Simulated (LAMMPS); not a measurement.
An MD run on a melt made from SiC (zinc blende), 1000 atoms, at 3770 K and 5 GPa, brought to that temperature within a few picoseconds.

All values are model results, not measurements: classical MD, pair style edip/multi, file SiC.edip (LAMMPS).

Q: What does the simulation give for the state found, the shear viscosity (Green-Kubo), the self-diffusion coefficient of Si (not corrected for cell size), the density?

A: state found: liquid; shear viscosity (Green-Kubo): 1.27 ± 0.07 mPa s; self-diffusion coefficient of Si (not corrected for cell size): (2.3 ± 0.2) × 10^-4 cm²/s; density: 2.562 ± 0.002 g/cm³.

Caution: at ambient pressure real SiC sublimes or decomposes before or as it melts, so this liquid is the model's. Caution: a run this short can hold a crystal over, or a liquid under, the potential's own melting point, which these runs don't give.
